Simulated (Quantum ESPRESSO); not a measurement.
Quantum ESPRESSO run on PrN (Fm-3m, 2 atoms in the cell): self-consistent single point.

Method of the run: LDA (PZ), SSSP 1.1.2 efficiency (PBE) pseudopotentials (plane waves; Quantum ESPRESSO).

```yaml
crystal:
  lattice:
    - [0.00000, 2.60663, 2.60663]
    - [2.60663, 0.00000, 2.60663]
    - [2.60663, 2.60663, 0.00000]
  atoms:
    - { symbol: Pr, position: [0.50000, 0.50000, 0.50000], spin: 2.0 }
    - { symbol: N, position: [0.00000, 0.00000, 0.00000] }
```
(The spins are starting values, not results.)

Reference input (self-consistent single point, DFT, LDA (PZ), plane waves, SSSP 1.1.2 efficiency (PBE) pseudopotentials): ecutwfc = 50 Ry; ecutrho = 400 Ry; occupations = smearing; smearing = fd; degauss = 0.0099958 Ry; nspin = 2; input_dft = pz; potentials = {Pr: Pr.GGA-PBE-paw-v1.0.UPF, N: N.pbe-n-radius_5.UPF}; K_POINTS = automatic 14 14 14 0 0 0; conv_thr = 1e-10 Ry; mixing_beta = 0.4. This run's input differs from it in these lines:

```diff
@@ -32,3 +32,3 @@
 K_POINTS automatic
-14 14 14  0 0 0
+1 1 1  0 0 0
 CELL_PARAMETERS angstrom
```

Log, with long lists cut:

```
     Self-consistent Calculation

     iteration #  1     ecut=    50.00 Ry     beta= 0.40

     total energy              =    -514.40125121 Ry
     estimated scf accuracy    <       1.05012960 Ry

     total magnetization       =     1.52 Bohr mag/cell
     absolute magnetization    =     1.62 Bohr mag/cell

     iteration #  2     ecut=    50.00 Ry     beta= 0.40

     total energy              =    -513.92561961 Ry
     estimated scf accuracy    <       5.28063911 Ry

     total magnetization       =     1.84 Bohr mag/cell
     absolute magnetization    =     2.29 Bohr mag/cell

     iteration #  3     ecut=    50.00 Ry     beta= 0.40

   [... lines left out ...]

     iteration # 99     ecut=    50.00 Ry     beta= 0.40
     c_bands:  1 eigenvalues not converged

     total energy              =    -514.73709133 Ry
     estimated scf accuracy    <       0.00119569 Ry

     total magnetization       =     0.86 Bohr mag/cell
     absolute magnetization    =     1.70 Bohr mag/cell

     iteration #100     ecut=    50.00 Ry     beta= 0.40
     c_bands:  2 eigenvalues not converged

     total energy              =    -514.73710503 Ry
     estimated scf accuracy    <       0.00125767 Ry

     total magnetization       =     0.86 Bohr mag/cell
     absolute magnetization    =     1.71 Bohr mag/cell
     End of self-consistent calculation

     convergence NOT achieved after 100 iterations: stopping

   JOB DONE.
```

The run ended unconverged after 100 iterations. 

The starting cell comes from a database of computed structures (which also holds hypothetical and non-ambient phases and stackings), without a prior relaxation at this level. Spin-orbit coupling is off.

Cost on one core of a shared machine: roughly 3 min.
